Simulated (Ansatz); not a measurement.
## A constructed model of the (0001) surface of hcp Ru, a layer of Ta in place of the second plane (bottom of the slab: a bare face, its two planes held)

Method: PBE (plane waves to 420 eV, PAW; Ansatz, a first-principles code).

Slab: 6 atoms, 11.0 Å thick at the start with caps and adatoms (thin: gaps and levels are the slab's own); k 16x16x1, smearing 0.1 eV, dipole-corrected; 2 atoms held, the rest relaxed; symmetry of the start imposed; no spin, no spin-orbit, no U. In PBE it is, or lies within 0.01 eV a 1x1 cell of, the lowest of the 2 structures of its composition computed so far; subsurface sites and larger cells were not tried.

The work function of the top face comes out as 4.64 eV and the energy released by relaxation comes out as 0.040 eV. The cost is roughly 2.6 core-minutes.
